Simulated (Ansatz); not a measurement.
## Effect of isotropic strain +2.09 % on WC

The reference is WC (space group P-6m2, No. 187; a = 2.9226 Å, c = 2.8464 Å; relaxed with 0.1 eV smearing).

One thing is altered: the cell is scaled by 1.0209 in all directions, atoms relaxed at fixed cell.

Calculations: Ansatz (an electronic-structure program) PBE, without spin-orbit coupling, earlier PAW set. Γ-centred 23×23×20 mesh, Fermi–Dirac width 0.1 eV.

| quantity | base | changed | shift |
|---|---|---|---|
| space group | P-6m2 (No. 187) | P-6m2 (No. 187) | – |
| shortest interatomic distance | 4.171 bohr | 4.259 bohr | +0.0872 bohr |
| energy relative to the base (free energy F) | 0 meV/atom | +47 meV/atom | +47 meV/atom |
| band gap | zero | zero | – |

Final structure:

```
CELL_PARAMETERS angstrom
      2.98365     0.00000     0.00000
     -1.49183     2.58392     0.00000
      0.00000     0.00000     2.90586
ATOMIC_POSITIONS crystal
  W  0.00000 0.00000 0.00000
  C  0.66667 0.33333 0.50000
```

No phonon test of stability was made. The final runs are not spin-polarised.
